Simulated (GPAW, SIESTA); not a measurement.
A SIESTA input for a self-consistent single point of NbCo2 (Fd-3m, 6 atoms in the cell) (DFT, GGA PBEsol, numerical atomic orbitals TZP, PseudoDojo PBEsol standard norm-conserving potentials (rewritten from UPF to PSML)):

```
# files in the folder: Nb.psml Co.psml (PseudoDojo PBEsol standard)
SystemName  NbCo2
SystemLabel NbCo2

NumberOfAtoms                6
NumberOfSpecies              2
%block ChemicalSpeciesLabel
  1 41 Nb
  2 27 Co
%endblock ChemicalSpeciesLabel
LatticeConstant              1.0 Ang
%block LatticeVectors
     0.000000000    3.395840000    3.395840000
     3.395840000    0.000000000    3.395840000
     3.395840000    3.395840000    0.000000000
%endblock LatticeVectors
AtomicCoordinatesFormat      ScaledCartesian
%block AtomicCoordinatesAndAtomicSpecies
     3.395840000    3.395840000    3.395840000  1
     5.093760000    5.093760000    5.093760000  1
     0.848960000    0.848960000    0.848960000  2
     0.848960000    2.546880000    2.546880000  2
     2.546880000    2.546880000    0.848960000  2
     2.546880000    0.848960000    2.546880000  2
%endblock AtomicCoordinatesAndAtomicSpecies

XC.functional                GGA
XC.authors                   PBEsol
PAO.BasisSize                TZP
PAO.EnergyShift              0.01 Ry
MeshCutoff                   350 Ry
%block kgrid.MonkhorstPack
    7   0   0  0.0
    0   7   0  0.0
    0   0   7  0.0
%endblock kgrid.MonkhorstPack
OccupationFunction           FD
ElectronicTemperature        100.0 meV
Spin                         polarized
%block DM.InitSpin
  1 +1.00
  2 +1.00
  3 +3.00
  4 +3.00
  5 +3.00
  6 +3.00
%endblock DM.InitSpin

MaxSCFIterations             150
SCF.Mixer.Method             Pulay
SCF.Mixer.Weight             0.1
SCF.Mixer.History            6
SCF.DM.Tolerance             1.0E-04
Diag.ParallelOverK           true
WriteForces                  true
Charge.Mulliken              end
```

### Question
Translate this input to GPAW.

### Answer
This is the input that was run; spellings and numerical settings could be chosen otherwise.

```python
from ase import Atoms
from ase.units import GPa
from gpaw import GPAW

atoms = Atoms(['Nb', 'Nb', 'Co', 'Co', 'Co', 'Co'],
              cell=[[0.000000, 3.395840, 3.395840],
                    [3.395840, 0.000000, 3.395840],
                    [3.395840, 3.395840, 0.000000]],
              positions=[[3.395840, 3.395840, 3.395840],
                         [5.093760, 5.093760, 5.093760],
                         [0.848960, 0.848960, 0.848960],
                         [0.848960, 2.546880, 2.546880],
                         [2.546880, 2.546880, 0.848960],
                         [2.546880, 0.848960, 2.546880]],
              pbc=True)

atoms.set_initial_magnetic_moments([1.0, 1.0, 3.0, 3.0, 3.0, 3.0])

calc = GPAW(spinpol=True,
            mode={'name': 'pw', 'ecut': 850},
            xc='PBEsol',
            kpts=(7, 7, 7),
            occupations={'name': 'fermi-dirac', 'width': 0.1},
            nbands=-10,
            convergence={'density': 1e-05, 'energy': 1e-05},
            symmetry={'symmorphic': False, 'tolerance': 0.0005},
            maxiter=120)

atoms.calc = calc

energy = atoms.get_potential_energy()
print('Energy (eV):', round(energy, 6))
forces = atoms.get_forces()
print('Forces (eV/Ang):')
print(forces.round(5))
stress = atoms.get_stress()
print('Stress (GPa, Voigt):', (stress / GPa).round(4))
```

Basis, cutoffs, solver keys and any potentials are the target program's own. This input uses DFT PBEsol, plane waves, GPAW PAW datasets PBEsol (made by gpaw-setup). Both were run: pressure -18.91 GPa in SIESTA and -13.93 in GPAW; size of the net moment 0.16 μB/atom in SIESTA and 0.02 in GPAW.

On SIESTA: the starting cell comes from a database of computed structures (which also holds hypothetical and non-ambient phases and stackings), without a prior relaxation at this level. The moments shrank to a small part of their start, a low-spin state that need not be the lowest. Values carry the incompleteness of an atom-centred basis. With a pressure of about -19 GPa the cell is away from its equilibrium volume at this level.

On GPAW: the starting cell comes from a database of computed structures (which also holds hypothetical and non-ambient phases and stackings), without a prior relaxation at this level. The starting moments vanished: the run ended non-magnetic, which need not be the lowest state. With a pressure of about -14 GPa the cell is away from its equilibrium volume at this level.
